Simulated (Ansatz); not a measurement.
Start from Al in the fcc (Cu type) structure (space group Fm-3m, No. 225; a = 4.0412 Å; relaxed with 0.1 eV smearing).

The values are results of PBE in Ansatz (plane waves to 420 eV, PAW, no spin-orbit coupling), not measurements.

For the base:

The pressure comes out as 0.0 GPa.

Perturbation: every lattice vector is shortened by 0.50 %, atoms relaxed at fixed cell.

What does the calculation give for the energy relative to the base and pressure after the change?

The energy increases by 0.9 meV/atom; the pressure goes from zero to 1.2 GPa.

The cells carry an imposed strain or load. No phonon test of stability was made.

Ansatz is a quantum-chemistry and plane-wave program.
